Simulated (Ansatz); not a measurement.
MoSi$_{2}$ (I4/mmm): band-structure transport figures

Data:

```
MoSi2
1.0
   -1.60839     1.60839     3.93680
    1.60839    -1.60839     3.93680
    1.60839     1.60839    -3.93680
Si Mo
2 1
Direct
  0.66491   0.66491   0.00000
  0.33509   0.33509   0.00000
  0.00000   0.00000   0.00000
```

Method: PBE, rigid bands (plane waves, PAW, scalar-relativistic; Ansatz, an electronic-structure program). Condition of this run: functional PBE, cell relaxed with it. Cell: cell and atoms relaxed with PBE.

The density of states at the Fermi level is 0.245 states/(eV·cell), both spins, the bare Sommerfeld coefficient comes out as 0.192 mJ/(mol of atoms·K²) and the drude plasma energy is 2.2 (x), 2.2 (y), 2.7 (z) eV. The root-mean-square Fermi velocity is 5.9e5 m/s and the resistivity times τ comes out as 106 (x), 106 (y), 68 (z) ×10⁻²² Ω·m·s.

A metal at this level (no band gap); rigid bands, thermally averaged at 300 K, both spins. Spin-orbit coupling is left out. τ is one relaxation time for all states.
